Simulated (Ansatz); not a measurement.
Consider Mg in the hcp (Mg type) structure (space group P6_3/mmc, No. 194; relaxed with 0.1 eV smearing).

```
CELL_PARAMETERS angstrom
      3.17512     0.00000     0.00000
     -1.58756     2.74974     0.00000
      0.00000     0.00000     5.16281
ATOMIC_POSITIONS crystal
  Mg 0.66667 0.33333 0.25000
  Mg 0.33333 0.66667 0.75000
```

Cartesian axes are those of the cell as printed.

Computed with DFT with PBEsol, PAW potentials and a 420 eV plane-wave cutoff in Ansatz (an electronic-structure program), spin-orbit coupling left out.

Before the change:

| Quantity | Value |
|---|---|
| Shortest interatomic distance | 3.166 Å |
| Pressure | 0.0 GPa |
| Band gap | zero |

It is then changed as follows: the cell is stretched by 1.00 % along x with no lateral relaxation, atoms relaxed at fixed cell.

What happens to the energy relative to the base?

The energy rises by 0.5 meV/atom.

Predict the new shortest interatomic distance.

The shortest interatomic distance goes up by 0.005 Å (3.166 Å → 3.171 Å).

What happens to the pressure?

The pressure (mean of the normal stresses, compression positive) goes from zero to -0.4 GPa.

How does this affect the band gap?

The band gap is still zero.

The cells carry an imposed strain or load. Whether these cells are dynamically stable was not tested.
